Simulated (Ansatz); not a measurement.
**A computed series for Zr: response to strain**

The reference is Zr in the hcp (Mg type) structure (space group P6_3/mmc, No. 194; a = 3.183 Å, c = 5.124 Å; relaxed with 0.1 eV smearing). Axes: x lies along a and z along c of the hexagonal cell.

Strains are applied to the cell and any free atomic positions relax; under stress the whole cell relaxes.

All numbers come from Ansatz (a first-principles code) PBEsol, no spin-orbit coupling, earlier PAW set.

Notes on the quantities. pressure: mean of the normal stresses, compression positive.

| variant | shortest interatomic distance | pressure |
|---|---|---|
| base | 315.3 pm | 0.0 GPa |
| isotropic strain +2.23 % | 322.3 pm | -5.9 GPa |
| uniaxial strain ε_xx = +2.66 % | 315.7 pm | -2.4 GPa |
| uniaxial stress, 2 GPa compression along x | 310.9 pm | – |
| tensor shear ε_xz = +0.14 % | 314.9 pm | 0.0 GPa |

Beyond what the load breaks, stability against distortions was not tested. The final runs are not spin-polarised.
